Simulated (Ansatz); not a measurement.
Ansatz (a quantum-chemistry and plane-wave program) run on NbZn₃ (P4mm, 4 atoms in the cell): self-consistent single point.

Computed with LDA (PW92), default PAW files made with PBE (plane waves; Ansatz).

```xyz
4
Lattice="3.8982 0.0000 0.0000 0.0000 3.8982 0.0000 0.0000 0.0000 3.8982" Properties=species:S:1:pos:R:3 pbc="T T T"
Nb     0.0000     0.0000     0.0500
Zn     1.9491     0.0000     1.9491
Zn     0.0000     1.9491     1.9491
Zn     1.9491     1.9491     0.0000
```

Reference input (self-consistent single point, DFT, LDA (PW92), plane waves, default PAW files made with PBE): basis.ecutwfc = 420 eV; kpoints.mp_grid.grid = 7 7 7; hamiltonian.xc = lda; hamiltonian.pseudopotentials = {kind: paw} (the program's default PAW files); scf.occupations.method = gaussian; scf.occupations.width = 0.1 eV. This run's input differs from it in these lines:

Ansatz 0.2 input:
```diff
@@ -12,3 +12,3 @@
 basis:
-  ecutwfc: 420.0 eV
+  ecutwfc: 170.0 eV
 kpoints:
```

Output (repeated stretches shortened):

```
SCF iter   1: F=—  HF=-14141.143136 eV  |F-HF|=—  |Δ(HF+E_count)|=         —  Δρ=2.10e-1  dr2=1.25e1  ethr=1.77e-3  ⟨swp⟩=4.8  Hψ=4000  notcnv=0
all-band conjugate gradients solve this SCF's bands
preconditioner: auto → Kerker (q_TF=auto, 2.643 Å⁻¹)
SCF iter   2: F=—  HF=-14125.752679 eV  |F-HF|=—  |Δ(HF+E_count)|=    1.54e1  Δρ=4.58e-2  dr2=1.48e0  ethr=1.77e-3  ⟨swp⟩=3.0  Hψ=3244  notcnv=0  defer=42
   [... lines left out ...]
SCF iter   6: F=—  HF=-14125.620369 eV  |F-HF|=—  |Δ(HF+E_count)|=   2.88e-3  Δρ=4.15e-4  dr2=5.09e-5  ethr=1.36e-5  ⟨swp⟩=2.0  Hψ=1816  notcnv=0  defer=42
SCF iter   7: F=—  HF=-14125.620354 eV  |F-HF|=—  |Δ(HF+E_count)|=   1.43e-5  Δρ=6.51e-5  dr2=5.21e-6  ethr=1.04e-7  ⟨swp⟩=2.0  Hψ=1972  notcnv=0  defer=42
SCF iter   8: F=—  HF=-14125.620354 eV  |F-HF|=—  |Δ(HF+E_count)|=   8.15e-7  Δρ=1.86e-5  dr2=2.86e-7  ethr=1.06e-8  ⟨swp⟩=2.0  Hψ=1341  notcnv=0  defer=42
SCF iter   9: F=-14125.620354 eV  HF=-14125.620354 eV  |F-HF|=4.45e-9  |Δ(HF+E_count)|=   7.23e-8  Δρ=3.16e-6  dr2=9.02e-9  ethr=2.04e-10  ⟨swp⟩=7.3  Hψ=4090  notcnv=0
SCF 1 converged in 9 iterations: F = -14125.620354 eV  dr2 = 9.02e-9
Free energy (F): -14125.620354 eV
Internal energy: -14125.612709 eV  (E = F + TS)
E sigma→0 (E₀):  -14125.616531 eV
Entropy (-TS):   -0.007645 eV (-1.911 meV/atom)
Fermi energy:    13.074384 eV
--- Forces (eV/Å), atoms counted from 1 ---
  atom   1  Nb    -0.00000000     0.00000000    -0.36695680
  atom   2  Zn    -0.00000000     0.00000000     0.12709730
  atom   3  Zn     0.00000000     0.00000000     0.12709730
  atom   4  Zn    -0.00000000     0.00000000     0.11241249
--- Stress (GPa, compression-positive) ---
      -15.829773       0.000000      -0.000000
        0.000000     -15.829773       0.000000
       -0.000000       0.000000     -15.733642
  P = ⅓ Tr σ = -15.7977 GPa (-157.977 kbar)
  The stress holds the Pulay correction. Without it, at fixed plane waves, as pw.x and ABINIT print it: P = -543.9215 GPa
```

The run converged in 9 iterations. Against the reference run the free energy rises by 14.1 eV/atom, the pressure goes from -6.36 to -15.80 GPa and the largest force goes from 0.549 to 0.367 eV/Å.

The starting cell comes from a database of computed structures (which also holds hypothetical and non-ambient phases and stackings), without a prior relaxation at this level. Its lattice was rescaled by up to half a per cent. One atom was moved a little off its site on purpose. Spin polarisation is off. Ansatz's pressure includes its estimate of the finite-basis (Pulay) stress. Without the estimate this run gives -543.92 GPa. The cutoff lies below the one recommended for these files.
